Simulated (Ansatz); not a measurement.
A user runs Ansatz (a quantum-chemistry and plane-wave program) on IrS₂ (Pnnm, 6 atoms in the cell) and asks whether the run is sound. The aim is a self-consistent single point with DFT, PBEsol, plane waves, default PAW files made with PBE.

Cell that was meant: a = 4.6717 Å, b = 5.7018 Å, c = 3.5594 Å, α = 90.00°, β = 90.00°, γ = 90.00°.

Part of the input:

Ansatz 0.2 input:
```yaml
    - { symbol: S, position_ang: [3.27207409, 0.69162834, 1.77972350] }
    - { symbol: S, position_ang: [1.39964791, 5.01017166, 1.77972350] }
    - { symbol: S, position_ang: [3.73550891, 3.54252834, 0.00000000] }
basis:
  ecutwfc: 125.0 eV
kpoints:
  mp_grid: { grid: [5, 4, 6] }
hamiltonian:
```

Output (repeated stretches shortened):

```
   [... lines left out ...]
PAW frozen core: S, regenerated for the run's functional, and the local potential with it
Initial density: superposition of atomic densities (neutral atoms: chi_scale 0, normalization atom), corrected by the library's trained network
Initial wavefunctions: pseudopotential atomic-orbital guess
Eigensolver: davidson
Functional: x = pbesol(κ = 0.804, μ = 0.12345679012345678), c = pbesol(β = 0.046)
SCF iter   1: F=—  HF=-27000.439081 eV  |F-HF|=—  |Δ(HF+E_count)|=         —  Δρ=3.54e-1  dr2=1.28e2  ethr=1.77e-3  ⟨swp⟩=5.6  Hψ=4682  notcnv=0
all-band conjugate gradients solve this SCF's bands
preconditioner: auto → Kerker (q_TF=auto, 2.514 Å⁻¹)
SCF iter   2: F=—  HF=-26967.155652 eV  |F-HF|=—  |Δ(HF+E_count)|=    3.33e1  S|Δr|=    0.00e0  Δρ=2.25e-1  dr2=5.18e1  ethr=1.77e-3  ⟨swp⟩=3.0  Hψ=2974  notcnv=0  defer=26
   [... lines left out ...]
SCF iter   6: F=—  HF=-26945.141244 eV  |F-HF|=—  |Δ(HF+E_count)|=   3.63e-5  S|Δr|=    0.00e0  Δρ=1.61e-4  dr2=4.02e-5  ethr=7.36e-7  ⟨swp⟩=2.0  Hψ=1850  notcnv=0  defer=4
SCF iter   7: F=—  HF=-26945.136217 eV  |F-HF|=—  |Δ(HF+E_count)|=   5.03e-3  S|Δr|=    0.00e0  Δρ=5.76e-5  dr2=4.67e-6  ethr=6.94e-8  ⟨swp⟩=2.0  Hψ=2026  notcnv=0  defer=4
SCF iter   8: F=-26945.136216 eV  HF=-26945.136216 eV  |F-HF|=2.00e-8  |Δ(HF+E_count)|=   5.58e-7  S|Δr|=    0.00e0  Δρ=1.07e-5  dr2=9.73e-8  ethr=1.72e-10  ⟨swp⟩=4.1  Hψ=5136  notcnv=0
SCF 1 converged in 8 iterations: F = -26945.136216 eV  dr2 = 9.73e-8
Stability not checked (fill_not_monotonic)
Free energy (F): -26945.136216 eV
Internal energy: -26945.135172 eV  (E = F + TS)
E sigma→0 (E₀):  -26945.135955 eV
Entropy (-TS):   -0.001044 eV (-0.174 meV/atom)
Fermi energy:    15.632418 eV
--- Forces (eV/Å), atoms counted from 1 ---
  atom   1  Ir    -0.00000000     0.00000000     0.00000000
  atom   2  Ir    -0.00000000    -0.00000000     0.00000000
  atom   3  S      0.42733162    -0.12585289     0.00000000
   [... lines left out ...]
  atom   6  S     -0.42733162     0.12585289     0.00000000
--- Stress (GPa, compression-positive) ---
       37.580893      -0.000000      -0.000000
       -0.000000      44.097455       0.000000
       -0.000000       0.000000      24.134925
  P = ⅓ Tr σ = 35.2711 GPa (352.711 kbar)
  The stress holds the Pulay correction. Without it, at fixed plane waves, as pw.x and ABINIT print it: P = -737.3031 GPa
```

Is anything amiss in this input, and did it matter?

The run is not sound. The fault is a basis or grid far too coarse for these potentials. Far below the cutoff that the potentials were made for, the basis cannot represent the orbitals near the nuclei, and energies, forces and above all the stress go wrong. To fix it, restore the cutoff that the potentials need and check convergence. The run converged in 8 iterations without an error; against the sound input the free energy rises by 32.4 eV/atom, the pressure goes from 1.87 to 35.27 GPa and the largest force goes from 1.190 to 0.445 eV/Å. At a fixed set of plane waves, without the program's Pulay estimate, the pressure is -737.30 GPa against 1.84 GPa.

An input that runs soundly differs in these lines (not the only fix; some lines may just follow from the change or write a value another way):
```diff
-basis:
-  ecutwfc: 125.0 eV
```

With that input, the run converged in 7 iterations: free energy E − TS (on the zero of these files) -27139.7046 eV; Fermi level (on the code's own zero) 14.69 eV; pressure 1.87 GPa; largest force (vector length) 1.190 eV/Å (DFT, PBEsol, plane waves, default PAW files made with PBE).

On the sound input: the starting cell was generated: these elements placed on a structure prototype, without a prior relaxation; it need not be a known phase or ordering of this composition. Spin polarisation is off. Forces in this geometry exceed 1 eV/Å. Ansatz's pressure includes its estimate of the finite-basis (Pulay) stress.
